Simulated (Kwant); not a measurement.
System: stadium cavity between two wires in a GaAs two-dimensional gas. Effective mass 0.067 mₑ, grid spacing 12 nm, hard walls, nominal width 150 nm (13 grid rows, so walls 168 nm apart), one parabolic valley, scattering region 990 nm long along x; energies count from the band bottom; Fermi energy swept from 0.00019955 to 0.0029933 eV. Cavity of radius 210 nm, straight part 210 nm, centre moved sideways by 0 nm.

The device is made up for the run: typed textbook-type constants, with dimensions and the other settings drawn at random.

Computed with Kwant: effective-mass tight-binding model on a square grid, one spin, coherent transport at 0 K. Conductance is in e²/h.

Task: How many channels do the leads carry at E = 1.07, 2.29, 2.92 meV?

Result: The hard-wall thresholds are n² ħ²π²/(2mW²) = n² × 0.199 meV with W = 168 nm. √(1.07/0.199) = 2.32, so 2. √(2.29/0.199) = 3.39, so 3. √(2.92/0.199) = 3.83, so 3.
